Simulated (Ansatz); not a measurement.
Given:

End structure of a constructed model of the (111) surface of fcc Ir, a pseudomorphic layer of Mo in the other hollow (bottom of the slab: a bare face, its two planes held):

```yaml
crystal:
  lattice:
    - [2.73720, 0.00000, 0.00000]
    - [-1.36860, 2.37048, 0.00000]
    - [0.00000, 0.00000, 30.00000]
  atoms:
    - { symbol: Ir, position: [0.33333, 0.66667, 0.26989] }
    - { symbol: Ir, position: [0.66667, 0.33333, 0.34439] }
    - { symbol: Ir, position: [0.00000, 0.00000, 0.41821] }
    - { symbol: Ir, position: [0.33333, 0.66667, 0.49285] }
    - { symbol: Ir, position: [0.66667, 0.33333, 0.56710] }
    - { symbol: Ir, position: [0.00000, 0.00000, 0.64402] }
    - { symbol: Mo, position: [0.66667, 0.33333, 0.71555] }
```

Model: 7-atom slab, 13.8 Å thick at the start with caps and adatoms (thin: gaps and levels are the slab's own), 16x16x1 mesh, Fermi-Dirac 0.1 eV, dipole correction, 2 atoms held, the rest relaxed; held to the start's symmetry, so lower structures may exist; no spin, no spin-orbit, no U. In PBE it is, or lies within 0.01 eV a 1x1 cell of, the lowest of the 2 structures of its composition computed so far; subsurface sites and larger cells were not tried.

Q: What is the computed work function of the top face (Ansatz (a program for electronic structure) with PBE)?

A: 5.12 eV
